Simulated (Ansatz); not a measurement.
Defect migration in alpha quartz: interstitial Al, charge state +3. The step: Al moves alone to another site; the atom moves 1.82 Å along (-0.03, -0.01, -0.33) of the unit cell; the moving atom starts with neighbours 4 O at 1.81 Å and ends with 4 O at 1.81 Å. A PBE band in Ansatz (plane-wave PAW, the Γ point alone, 72 host sites, 147 SCF runs with any check of the saddle's order, static, no finite-size correction) gives a forward barrier of 0.31 eV. The saddle point's order was not checked. The charge state is imposed; whether it is stable for some Fermi level was not computed. Sites that were not tried may lie lower.

Single points at the band's start and saddle point can refine it. Rough cost of one point, in units of the band's mean SCF on the same machine:

```csv
Level,Cost of one point
"PBE, a 2×2×2 k-point mesh shifted by half a step along c",about 8
"r2SCAN at 500 eV, the Γ point alone",about 4
```

Task: Which of these move the barrier by more than 0.1 eV, and how far does each move it?

Result: Not one does. PBE, a 2×2×2 k-point mesh shifted by half a step along c: 0.00 eV; r2SCAN at 500 eV, the Γ point alone: +0.04 eV. Each functional is compared with PBE at the same k-points.

Ansatz is a quantum-chemistry and plane-wave program.
